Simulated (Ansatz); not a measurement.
The starting structures come from a database of crystals and need not be the phases stable at ambient conditions.

 Where the default PAW files enter, the runs use the earlier of Ansatz's two default sets.

Tunnelling through a barrier is set by its complex band structure: the current falls as exp(−2κd) with the smallest κ.

```
CELL_PARAMETERS angstrom
      4.54609     0.00000     0.00000
      0.00000     4.54609     0.00000
      2.27305    -2.27305     7.70322
ATOMIC_POSITIONS crystal
  Ca 0.32860 0.67140 0.34280
  Ca 0.67140 0.32860 0.65720
  Ca 0.00000 0.50000 0.00000
  Ca 0.50000 0.00000 0.00000
  As 0.13686 0.86314 0.72628
  As 0.86314 0.13686 0.27372
  O  0.50000 0.50000 0.00000
```

Space group of this cell: I4/mmm. The cell is taken as given.

Transport runs along the normal of the first two printed cell vectors, the (001) plane of the conventional cell.

The gap is the functional's own. No spin-orbit coupling. Mid-gap values are interpolated on the energy grid.

Question: Predict the band gap and the smallest decay constant κ at mid-gap from r2SCAN (Ansatz, a first-principles code).

Answer: Gap 1.58 eV on a 8×8×8 mesh; κ = 0.162 1/Å, at the zone centre.
